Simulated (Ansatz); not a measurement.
Variants of one calculation on SbS (P-1, 4 atoms in the cell)

```xyz
4
Lattice="3.8694 0.0000 0.0000 0.0508 5.0076 0.0000 0.3727 1.0961 10.2976" Properties=species:S:1:pos:R:3 pbc="T T T"
Sb     1.2392     4.5061     4.3385
Sb     3.0537     1.5976     5.9591
S      3.1029     2.5222     3.7242
S      1.1900     3.5815     6.5734
```

Base run A: r2SCAN, default PAW files made with PBE (Ansatz, a quantum-chemistry and plane-wave program), self-consistent single point.

Its settings: kpoints.mp_grid.grid = 6 5 2; hamiltonian.xc = r2scan; hamiltonian.pseudopotentials = {kind: paw} (the program's default PAW files); scf.occupations.method = gaussian; scf.occupations.width = 0.05 eV.

The starting cell comes from a database of computed structures (which also holds hypothetical and non-ambient phases and stackings), without a prior relaxation at this level. Spin-orbit coupling is off. Ansatz's pressure includes its estimate of the finite-basis (Pulay) stress. The run gives no clean gap (levels at the Fermi energy touch, overlap or are partly filled at this smearing), which alone does not show that the compound is a metal.

ΔF is the free energy per atom less that of run A. A dash stands where there is no value to compare (another energy zero or no entropy term, no result, no spin, no clean gap, or a mesh too coarse for one). Absolute energies have different zeros for different potentials, functionals, Hubbard and dispersion terms and are not compared across them.

Run A gave: pressure (GPa) -0.68; largest force (eV/Å) 0.357; k-points 32; valence electrons 42.

Runs:
- B: 2 x 2 x 1 supercell at the zone centre alone; kpoints.mp_grid.grid: 6 5 2 → 1 1 1
- C: scf.occupations.width: 0.05 eV → 0.3 eV
- D: hamiltonian.dispersion: default → d4 [r2SCAN-D4]
- E: kpoints.mp_grid.grid: 6 5 2 → 4 3 2
- F: scf.mixing.algorithm: default (the program chose MSR1) → broyden
- G: scf.mixing.preconditioner: default (the program chose LDOS) → none
- H: scf.algorithm: default → direct_min

Task: What does run C change against A?

Result: The free energy falls by 10.6 meV/atom, the pressure hardly changes (-0.68 to -0.64 GPa) and the largest force goes from 0.357 to 0.369 eV/Å.

| run | ΔF (meV/atom) | pressure (GPa) | largest force (eV/Å) | k-points | valence electrons |
|---|---|---|---|---|---|
| A | 0.00 | -0.68 | 0.357 | 32 | 42 |
| B | -46.5 | -0.45 | 0.771 | 1 | 168 |
| C | -10.6 | -0.64 | 0.369 | 32 | 42 |
| D | – | -0.91 | 0.370 | 32 | 42 |
| E | 8.7 | -0.45 | 0.437 | 14 | 42 |
| F | 0.00 | -0.68 | 0.357 | 32 | 42 |
| G | 0.00 | -0.68 | 0.357 | 32 | 42 |
| H | 0.00 | -0.68 | 0.357 | 32 | 42 |

Keys are those of Ansatz 0.2.
